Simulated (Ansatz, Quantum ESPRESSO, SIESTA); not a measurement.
# Code comparison for CsLaMg6 (Amm2, 8 atoms in the cell)

Self-consistent single point.

```yaml
crystal:
  lattice:
    - [5.00070, 0.00000, 0.00000]
    - [0.00000, 3.92493, 6.64447]
    - [0.00000, -3.92493, 6.64447]
  atoms:
    - { symbol: Cs, position: [0.50000, 0.28757, 0.28757] }
    - { symbol: La, position: [0.50000, 0.88735, 0.88735] }
    - { symbol: Mg, position: [0.50000, 0.38904, 0.77944] }
    - { symbol: Mg, position: [0.50000, 0.77944, 0.38904] }
    - { symbol: Mg, position: [0.00000, 0.25328, 0.65608] }
    - { symbol: Mg, position: [0.00000, 0.65608, 0.25328] }
    - { symbol: Mg, position: [0.00000, 0.68922, 0.68922] }
    - { symbol: Mg, position: [0.00000, 0.07654, 0.07654] }
```

All programs got the same cell, k-point mesh and kind of occupations (in Ansatz's words: kpoints.mp_grid.grid = 3 3 3; scf.occupations.method = fermi_dirac; scf.occupations.width = 0.0073 Ry); potentials, basis and cutoffs are each program's usual ones.

```json
[
 {"code": "Ansatz", "model": "PBEsol, PAW files made with PBE", "pressure (GPa)": "-0.82", "largest force (eV/Å)": "0.153", "k-points": "8", "cutoff": "30.9 Ry"},
 {"code": "Quantum ESPRESSO", "model": "PBEsol, GBRV 1.5 ultrasoft (PBESOL) pseudopotentials", "pressure (GPa)": "-0.82", "largest force (eV/Å)": "0.153", "k-points": "8", "cutoff": "40 Ry"},
 {"code": "SIESTA", "model": "GGA PBEsol, numerical atomic orbitals TZP, PseudoDojo PBEsol standard norm-conserving potentials (rewritten from UPF to PSML)", "pressure (GPa)": "-0.39", "largest force (eV/Å)": "0.310", "k-points": "14", "cutoff": "grid 400 Ry"}
]
```

Size of the force on each atom (eV/Å): Sizes of forces hide their directions.

| code | Cs1 | La2 | Mg3 | Mg4 | Mg5 | Mg6 | Mg7 | Mg8 |
|---|---|---|---|---|---|---|---|---|
| Ansatz | 0.024 | 0.050 | 0.052 | 0.052 | 0.153 | 0.153 | 0.109 | 0.029 |
| Quantum ESPRESSO | 0.024 | 0.047 | 0.052 | 0.052 | 0.153 | 0.153 | 0.108 | 0.029 |
| SIESTA | 0.095 | 0.067 | 0.069 | 0.069 | 0.310 | 0.310 | 0.015 | 0.201 |

The spread over the programs that give each value: pressure within 0.43 GPa; largest force within 0.157 eV/Å.

The starting cell comes from a database of computed structures (which also holds hypothetical and non-ambient phases and stackings), without a prior relaxation at this level. On Ansatz's run: Without a gap this mesh is coarse (it stands for a supercell whose shortest vector is 15 Å).

Why do the programs differ, and what cannot be compared?

Differences of this kind can come from the potentials, where these differ, and from what each basis and cutoff leave unconverged. The zero of total energies and Fermi levels follows the potentials and each program's conventions, so they are not compared here. SIESTA uses small atom-centred bases, whose incompleteness enters pressures, forces and empty levels differently from a plane-wave cutoff. Ansatz's pressure is given at a fixed set of plane waves, as the other plane-wave codes print theirs. Ansatz's smearing width was typed in Ry to four decimals, so it matches the others to a few per cent. The programs reduce the same mesh by symmetry to different extents, which changes the work and not the result. In the force vectors, SIESTA (by 0.172) lies more than 0.08 eV/Å from the median of the plane-wave programs.

The shared mesh is coarse (it stands for a supercell whose shortest vector is 15 Å), so the values are not converged in it.

Left out of this page: ABINIT and FLEUR (stopped by limits of time or memory); CP2K (unsound by tests on forces, stress, charge or solver warnings); Elk (not drawn, or without a comparable value).

Ansatz is a first-principles code.

Keys are those of Ansatz 0.2.
